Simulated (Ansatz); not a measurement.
Reference: TiO2 (P4_2/mnm), PBEsol, rigid bands (plane waves, PAW, scalar-relativistic; Ansatz, a program for electronic structure); geometry: cell and atoms relaxed with PBEsol.

TiO₂ has the tetragonal space group P4₂/mnm (No. 136), the rutile structure, Pearson symbol tP6. Lattice parameters: a = b = 4.5912 Å, c = 2.9390 Å, α = β = γ = 90.00°. Ti on 2b is surrounded by 6 O at 1.942–1.977 Å (octahedral). O on 4g is surrounded by 3 Ti at 1.942–1.977 Å (trigonal planar). (Neighbours: up to the widest gap in distance over summed covalent radii, below 1.35, at either atom; cation-cation and far metal-metal contacts left out.)

The band gap is 1.87 eV and the electron conductivity mass is 1.00 mₑ. The hole conductivity mass is 2.2 mₑ and the Seebeck coefficient, n-type 1e19 cm⁻³ is -516 μV/K.

Swap Ti for Sn, keeping the structure type. How do these values move?

SnO$_{2}$ (P4_2/mnm): volume per atom 10.3 to 12.2 Å³; band gap falls (1.87 eV to 0.92 eV); electron conductivity mass falls (1.00 mₑ to 0.190 mₑ); hole conductivity mass falls (2.2 mₑ to 1.55 mₑ); Seebeck coefficient, n-type 1e19 cm⁻³ falls in size (-516 μV/K to -110 μV/K).

Moves up to 5 % count as about the same. Masses are for dilute carriers at 300 K, harmonic means over directions unless an axis is named. Seebeck coefficients are for the stated density at 300 K, with one relaxation time for all states and whether or not that doping can be reached. Spin-orbit coupling is left out.
